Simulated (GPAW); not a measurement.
Band structure of Nb3Sn (Pm-3n, 8 atoms in the cell).

```
Nb3Sn
1.0
    5.30433     0.00000     0.00000
    0.00000     5.30433     0.00000
    0.00000     0.00000     5.30433
Nb Sn
6 2
Cartesian
  1.32608   0.00000   2.65216
  3.97825   0.00000   2.65216
  2.65216   3.97825   0.00000
  2.65216   1.32608   0.00000
  0.00000   2.65216   3.97825
  0.00000   2.65216   1.32608
  0.00000   0.00000   0.00000
  2.65216   2.65216   2.65216
```

Method of the run: PBE, GPAW PAW datasets PBE (gpaw-data 1.0.1) (plane waves; GPAW 25.7.0).

Settings: mode = pw; ecut = 600 eV; xc = PBE; kpts = 5 5 5; mesh shift (steps) = 0 0 0; occupations.name = fermi-dirac; occupations.width = 0.1 eV; nbands = -12; convergence.forces = 0.001 eV/Å; symmetry.symmorphic = false; symmetry.tolerance = 0.0005; maxiter = 100; bandpath_npoints = 40.

The starting cell comes from a database of computed structures (which also holds hypothetical and non-ambient phases and stackings), without a prior relaxation at this level. Its lattice was rescaled by a random factor within 2.5 % of one. Spin polarisation is off.

Levels in eV from the Fermi level, bands 50 to 57:
| point | 50 | 51 | 52 | 53 | 54 | 55 | 56 | 57 |
|---|---|---|---|---|---|---|---|---|
| Γ | -0.56 | -0.56 | -0.56 | -0.06 | -0.06 | 2.34 | 2.34 | 2.34 |
| X | -1.00 | -0.84 | -0.84 | -0.38 | -0.38 | 1.50 | 1.50 | 2.15 |
| M | 0.09 | 0.16 | 0.16 | 0.16 | 0.57 | 0.62 | 0.62 | 0.74 |
| R | 0.03 | 0.03 | 0.03 | 0.11 | 0.11 | 0.11 | 0.11 | 0.11 |

Bands cross the Fermi level along this path, so the cell is metallic at this level.
